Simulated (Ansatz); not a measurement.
Partial pair distribution functions of a relaxed model of amorphous Hf₁₈O₃₆H, broadened by 0.06 Å; density 9.33 g/cm³. Computed with PBE, scalar-relativistic without spin-orbit coupling (plane waves to 420 eV, PAW; Ansatz, a program for electronic structure). The usual formal charges leave 1 electrons over, so the level spacing at the Fermi energy parts defect or band states and needn't be the band gap. In the spin-polarised cell the level spacing at the Fermi energy can part levels of unlike spin.

Preparation: random packing, a CHGNet melt and quench, and a DFT relaxation. O atoms were pushed apart under 1.9 Å during the dynamics, to hinder bonds among them. The hot cell started wider than the set density and was brought back towards it in steps. It is the lowest in DFT energy of 2 quenches. It is a model cell: composition and starting density were chosen by hand, and all elements were melted together. No dispersion term was used. Its density started from a set value of 8.94 and ended at 9.33 g/cm³. The quench (nominally 500 K/ps over its main leg) was far faster than any real one, so the model tends to hold more defects than a real film. One small periodic cell is one sample of the glass; other quenches scatter about these values. The volume was free in the relaxation, at fixed shape. Stress components on the final sampling reach 2.1 GPa. On a 2×2×2 Γ-centred mesh force components of up to 0.12 eV/Å stay, since the relaxation ran on the zone centre alone. Cycles of charging lowered its energy after that relaxation.

| r (Å) | g Hf-O | g Hf-Hf | g O-O |
|---|---|---|---|
| 1.75 | 0.01 | 0.00 | 0.00 |
| 1.85 | 0.29 | 0.00 | 0.00 |
| 1.95 | 2.11 | 0.00 | 0.00 |
| 2.05 | 5.14 | 0.00 | 0.00 |
| 2.15 | 6.30 | 0.00 | 0.00 |
| 2.25 | 4.34 | 0.00 | 0.00 |
| 2.35 | 2.05 | 0.00 | 0.10 |
| 2.45 | 0.81 | 0.00 | 0.98 |
| 2.55 | 0.18 | 0.00 | 2.27 |
| 2.65 | 0.05 | 0.00 | 2.70 |
| 2.75 | 0.06 | 0.00 | 2.45 |
| 2.85 | 0.04 | 0.00 | 2.36 |
| 2.95 | 0.04 | 0.04 | 1.73 |
| 3.05 | 0.12 | 0.41 | 1.44 |
| 3.15 | 0.16 | 1.06 | 1.44 |
| 3.25 | 0.29 | 1.96 | 0.94 |
| 3.35 | 0.37 | 3.08 | 0.53 |
| 3.45 | 0.46 | 3.27 | 0.69 |
| 3.55 | 0.88 | 1.88 | 0.91 |
| 3.65 | 0.98 | 2.63 | 0.92 |
| 3.75 | 0.92 | 2.60 | 0.82 |
| 3.85 | 0.91 | 2.17 | 0.69 |
| 3.95 | 1.22 | 1.78 | 0.77 |
| 4.05 | 1.24 | 1.41 | 1.05 |
| 4.15 | 1.01 | 1.18 | 1.11 |
| 4.25 | 1.38 | 0.52 | 0.91 |
| 4.35 | 1.44 | 0.17 | 0.94 |

Within 2.66 Å each Hf has 6.67 O neighbours on average.
